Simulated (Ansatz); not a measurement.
Ag (Im-3m, No. 229, 1 atom in the cell; start mp-2646971; another form than the element's usual one)

Method: r²SCAN (PAW; Ansatz, a first-principles code).

Settings: plane-wave cutoff 560 eV, 24×24×24 k mesh, Fermi–Dirac smearing 0.05 eV, no spin polarisation, scalar-relativistic PAW data made under PBE.

Cell (relaxed at this level):

```
Ag
1.0
   -1.63353     1.63353     1.63353
    1.63353    -1.63353     1.63353
    1.63353     1.63353    -1.63353
Ag
1
Direct
  0.00000   0.00000   0.00000
```

* **band gap**: none
* **bulk modulus B0**: 99.7 GPa

Note: the relaxation could not lower the start's symmetry, so the cell can be a saddle point above a distorted one; the bulk modulus is −V dP/dV from two relaxed cells at ±2 % in volume.

Spin–orbit coupling is not included.

The result took very roughly 40 core-seconds.

A start named mp-… is a Materials Project structure, which need not be a measured phase.
